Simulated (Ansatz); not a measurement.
## SnO2: response to strain

The reference is SnO₂ in the rutile structure (space group P4_2/mnm, No. 136; a = 4.769 Å, c = 3.212 Å). Axes: x, y, z lie along a, b, c of the conventional cell.

Strains are applied to the cell and any free atomic positions relax; under biaxial strain the out-of-plane vector relaxes too.

All numbers come from plane-wave PAW DFT at the PBEsol level (Ansatz, an electronic-structure program, 420 eV), no spin-orbit coupling.

Notes on the quantities. pressure: mean of the normal stresses, compression positive.

```csv
variant,shortest interatomic distance,band gap,pressure
base,2.066 Å,0.92 eV,0.00 GPa
"biaxial strain −1.59 %, plane normal [001], relaxed out of plane",2.035 Å,1.07 eV,3.23 GPa
"biaxial strain +2.38 %, plane normal [001], relaxed out of plane",2.070 Å,0.73 eV,-4.17 GPa
isotropic strain +5.28 %,2.159 Å,zero,-20.2 GPa
```

Whether these cells are dynamically stable was not tested. The base started in Imma and relaxed to P4_2/mnm at this level. All final runs are without spin polarisation. Gaps under 0.05 eV, about the width of the smearing, are given as zero. A zero or small gap of SnO2 under isotropic strain +5.28 % can be the functional's error rather than a property of the material.
